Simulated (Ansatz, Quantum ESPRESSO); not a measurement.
An Ansatz (a first-principles code) input for a self-consistent single point of ZrZnNi4 (F-43m, 6 atoms in the cell) (DFT, PBEsol, plane waves, default PAW files made with PBE):

Ansatz 0.2 input:
```yaml
# ZrZnNi4
crystal:
  lattice:
    - [0.00000000, 3.39600000, 3.39600000]
    - [3.39600000, 0.00000000, 3.39600000]
    - [3.39600000, 3.39600000, 0.00000000]
  atoms:
    - { symbol: Ni, position: [0.62500000, 0.62500000, 0.62500000], spin: 2.0 }
    - { symbol: Ni, position: [0.12500000, 0.62500000, 0.62500000], spin: 2.0 }
    - { symbol: Ni, position: [0.62500000, 0.62500000, 0.12500000], spin: 2.0 }
    - { symbol: Ni, position: [0.62500000, 0.12500000, 0.62500000], spin: 2.0 }
    - { symbol: Zr, position: [0.00000000, 0.00000000, 0.00000000] }
    - { symbol: Zn, position: [0.25000000, 0.25000000, 0.25000000] }
kpoints:
  mp_grid: { grid: [6, 6, 6] }
hamiltonian:
  xc: pbesol
  pseudopotentials: { kind: paw }
magnetization:
  spin_polarized: true
scf:
  occupations: { method: gaussian, width: 0.1 }
output:
  forces: true
  eigenvalues: true
  stress: true
```

Q: Write the same calculation as an input for Quantum ESPRESSO.

A: This is the input that was run; spellings and numerical settings could be chosen otherwise.

```fortran
&control
 calculation = 'scf',
 prefix = 'pwscf',
 outdir = './out',
 pseudo_dir = './',
 verbosity = 'high',
 tprnfor = .true.,
 tstress = .true.,
/
&system
 ibrav = 0,
 nat = 6,
 ntyp = 3,
 ecutwfc = 55,
 ecutrho = 330,
 occupations = 'smearing',
 smearing = 'gaussian',
 degauss = 0.0073499,
 nspin = 2,
 starting_magnetization(1) = 0.200,
 input_dft = 'pbesol',
/
&electrons
 conv_thr = 1.0d-10,
 mixing_beta = 0.3,
/
ATOMIC_SPECIES
Ni    58.6934  Ni.pbe-n-rrkjus_psl.1.0.0.UPF
Zr    91.2240  Zr.pbe-spn-rrkjus_psl.1.0.0.UPF
Zn    65.3800  Zn.pbe-dn-rrkjus_psl.1.0.0.UPF
ATOMIC_POSITIONS crystal
Ni    0.6250000000    0.6250000000    0.6250000000
Ni    0.1250000000    0.6250000000    0.6250000000
Ni    0.6250000000    0.6250000000    0.1250000000
Ni    0.6250000000    0.1250000000    0.6250000000
Zr    0.0000000000    0.0000000000    0.0000000000
Zn    0.2500000000    0.2500000000    0.2500000000
K_POINTS automatic
6 6 6  0 0 0
CELL_PARAMETERS angstrom
   0.0000000000     3.3960000000     3.3960000000
   3.3960000000     0.0000000000     3.3960000000
   3.3960000000     3.3960000000     0.0000000000
```

Basis settings and potentials, where a program has them, do not carry over. This input uses DFT, PBEsol, plane waves, PSlibrary ultrasoft (PBE) pseudopotentials.

The starting cell comes from a database of published, mostly measured structures (it also holds non-ambient and calculated ones), without a prior relaxation at this level.
